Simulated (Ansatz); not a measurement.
Input:

```xyz
10
Lattice="4.6313 0.0000 0.0000 0.0000 4.6313 0.0000 0.0000 0.0000 28.0992" Properties=species:S:1:pos:R:3 pbc="T T T"
K      1.1578    -1.1578     7.5457
Br     3.4734     1.1578     7.4846
K      3.4734    -3.4734    10.7637
Br     5.7891    -1.1578    10.7799
K      5.7891    -5.7891    14.0496
Br     8.1047    -3.4734    14.0496
K      8.1047    -8.1047    17.3355
Br    10.4203    -5.7891    17.3193
K     10.4203   -10.4203    20.5534
Br    12.7360    -8.1047    20.6146
```

No spin polarisation.

Level of theory: DFT with PBEsol, PAW potentials and a 420 eV plane-wave cutoff in Ansatz (a quantum-chemistry and plane-wave program), no spin-orbit coupling. k-mesh 7×7×1 (Γ-centred); smearing 0.05 eV (Fermi–Dirac). The cell is a slab with vacuum along z.

Question: Estimate the band gap.

Answer: 4.39 eV.

Question: What is the computed valence-band top at Γ (three highest levels, from the VBM)?

Answer: 0.00, 0.00, -0.02 eV.

Question: What gap character does the calculation give?

Answer: Direct at Γ.

Whether these cells are dynamically stable was not tested. The cell was made from KBr in the rock salt structure (space group Fm-3m, No. 225) by this change: a free-standing slab of 5 layers (10 atoms, 2 a layer) is cut normal to the z axis, with 15 Å of vacuum and the in-plane cell held at bulk.
